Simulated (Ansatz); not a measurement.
# A computed series for TiB2: pressure series

The reference is TiB2 (space group P6/mmm, No. 191; a = 3.032 Å, c = 3.224 Å).

Cell and atoms are relaxed at each pressure.

Method: PBE (Ansatz, a first-principles code, PAW, spin-orbit coupling left out).

```json
[
 {"P (GPa)": "-2.00", "V (Å³/atom)": "8.626"},
 {"P (GPa)": "-1.00", "V (Å³/atom)": "8.591"},
 {"P (GPa)": "1.79", "V (Å³/atom)": "8.496"},
 {"P (GPa)": "4.19", "V (Å³/atom)": "8.419"},
 {"P (GPa)": "9.00", "V (Å³/atom)": "8.274"},
 {"P (GPa)": "18.00", "V (Å³/atom)": "8.030"},
 {"P (GPa)": "30.00", "V (Å³/atom)": "7.751"},
 {"P (GPa)": "45.00", "V (Å³/atom)": "7.457"},
 {"P (GPa)": "60.00", "V (Å³/atom)": "7.207"}
]
```

Problem. Fit a third-order Birch–Murnaghan equation of state.

Solution. Least squares on P(V) = (3B₀/2)[(V₀/V)^(7/3) − (V₀/V)^(5/3)]·[1 + (3/4)(B₀′ − 4)((V₀/V)^(2/3) − 1)] gives V₀ = 8.56 Å³/atom, B₀ = 251 GPa and B₀′ = 3.9.

Load acts through the strain it causes; cell and atoms are relaxed under it. Whether these cells are dynamically stable was not tested. Competing high-pressure phases were not computed. All final runs are without spin polarisation.
